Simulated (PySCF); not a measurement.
PySCF 2.14.0, R2SCAN/def2-svp, df: Si(CF3)(Cl)2(OMe) (CO[Si](Cl)(Cl)C(F)(F)F), 12 atoms. The geometry is a generated start, not checked to be a minimum at this level.

| Item | Result |
|---|---|
| task | energy |
| method | r2scan |
| basis | def2-svp |
| two-electron scheme | density fitting |
| mol.max_memory | 3000 MB |
| mf.max_cycle | 100 |
| mf.init_guess | minao (default) |
| mf.DIIS | CDIIS (default) |
| mf.diis_space | 8 (default) |
| mf.conv_tol | 1e-09 (default) |
| mf.grids.level | 3 (default) |
| basis functions | 153 |
| grid points | 171472 |

```xyz
12

C     -1.8763    -0.1816    -0.5091
O     -1.0768     0.0240     0.6429
Si     0.3892     0.6179     0.9078
Cl     0.7639     0.2377     2.8142
Cl     0.6091     2.5182     0.3309
C      1.6323    -0.4139    -0.2142
F      1.5937    -1.7333     0.0510
F      2.9212    -0.0527    -0.1238
F      1.3017    -0.2981    -1.5219
H     -2.8821    -0.4105    -0.1602
H     -1.4836    -1.0188    -1.0852
H     -1.8923     0.7112    -1.1324
```

One run each on 2 threads, 1 BLAS thread. Values of level_shift (Hartree) tried: 0 (default), 0.1, 0.3, 1.

Question: Predict the course of the Fock builds along this series.

Answer: Fewest Fock builds, within one of each other: 0 (default) with 13, 0.1 with 13. The count rises to 28 at 1. All converge to one solution.

```
level_shift (Hartree)  Fock builds            end
---------------------  -----------  -------------
0 (default)                     13  same solution
0.1                             13  same solution
0.3                             15  same solution
1                               28  same solution
```
